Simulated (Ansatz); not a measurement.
# HgS (model structure, started from the PtS type, P4₂/mmc, No. 131, 4 atoms in the cell): lattice constant a by level of theory

No measured value is used here.

```json
[
 {"level (code)": "PBE (Ansatz)", "value (Å)": "3.971"},
 {"level (code)": "PBEsol (Ansatz)", "value (Å)": "3.865"},
 {"level (code)": "PBE-D3(BJ) (Ansatz)", "value (Å)": "3.881"}
]
```

Density-functional levels without +SOC have no spin–orbit coupling. Ansatz's density-functional and Hartree–Fock values are scalar-relativistic unless marked +SOC, with PAW data made under PBE.

A model structure was made by putting elements into a prototype or built by hand; it is no filed structure, need not be a known phase, and can be a saddle point held by its symmetry.

Ansatz is a quantum-chemistry and plane-wave program.
